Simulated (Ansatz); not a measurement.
Levels about the gap of amorphous IGZO (In$_{12}$Ga$_{6}$Zn$_{6}$O$_{33}$) (57 atoms in a cell of 801 Å³, 5.63 g/cm³; zone centre alone, so wide bands show as single levels with stretches between that a denser mesh fills), at the geometry that PBE relaxed, where it gives -1.5 GPa on a denser mesh. Exact exchange is cut at the faces of this small cell, which leaves a finite-size error. The participation number counts the atoms over which a state spreads; weights are charges in smoothed Voronoi cells. The levels come from a single point, so bond lengths are those of that geometry. Method of the levels: HSE06, scalar-relativistic without spin-orbit coupling (Ansatz, a first-principles code). Sampling: the zone centre alone; Fermi-Dirac width 0.02 eV; no spin polarisation.

The cell was made by melting and quenching with the CHGNet potential and then relaxed with DFT. O atoms were pushed apart under 1.9 Å during the dynamics, to hinder bonds among them. The hot cell started wider than the set density and was brought back towards it in steps. It is the lowest in DFT energy of 2 quenches. It is a model cell: composition and starting density were chosen by hand, and all elements were melted together. No dispersion term was used. Its density started from a set value of 5.63 and ended at 5.63 g/cm³. Cooling (nominally 84 K/ps over its main leg) ran many orders faster than in experiment, which tends to leave more defects and strain. A cell of this size samples the disorder only roughly. The volume was held where the preparation left it and the shape relaxed, at a PBE pressure of -1.5 GPa (tension). Stress components on the final sampling reach 1.6 GPa.

```
E - E(highest filled), eV  filling  participation number        largest on  weight O  weight In  weight Zn  weight Ga
-------------------------  -------  --------------------  ----------------  --------  ---------  ---------  ---------
-0.26                       filled                  18.4   O, 3 neighbours      0.92       0.04       0.03       0.01
-0.24                       filled                  16.3   O, 3 neighbours      0.87       0.03       0.09       0.01
-0.14                       filled                  13.6   O, 3 neighbours      0.88       0.04       0.07       0.00
-0.13                       filled                  17.8   O, 4 neighbours      0.87       0.03       0.09       0.01
-0.12                       filled                  19.1   O, 3 neighbours      0.90       0.03       0.06       0.01
-0.04                       filled                   9.9   O, 3 neighbours      0.88       0.04       0.08       0.00
0.00                        filled                  12.4   O, 3 neighbours      0.86       0.03       0.11       0.01
2.36                         empty                  51.6  In, 5 neighbours      0.51       0.31       0.10       0.08
5.16                         empty                  29.5  In, 5 neighbours      0.56       0.38       0.04       0.02
5.32                         empty                  28.4  In, 4 neighbours      0.56       0.37       0.04       0.03
5.37                         empty                  39.8  In, 5 neighbours      0.57       0.30       0.05       0.07
5.64                         empty                  24.4  In, 5 neighbours      0.57       0.29       0.10       0.05
5.88                         empty                  35.6  In, 5 neighbours      0.57       0.20       0.14       0.09
5.98                         empty                  32.4  In, 5 neighbours      0.54       0.36       0.06       0.04
```

Most localised among these is the filled level at -0.04 eV, on a O atom, which has 3 neighbours (Zn 1.98 Å, In 2.13 Å, In 2.16 Å).
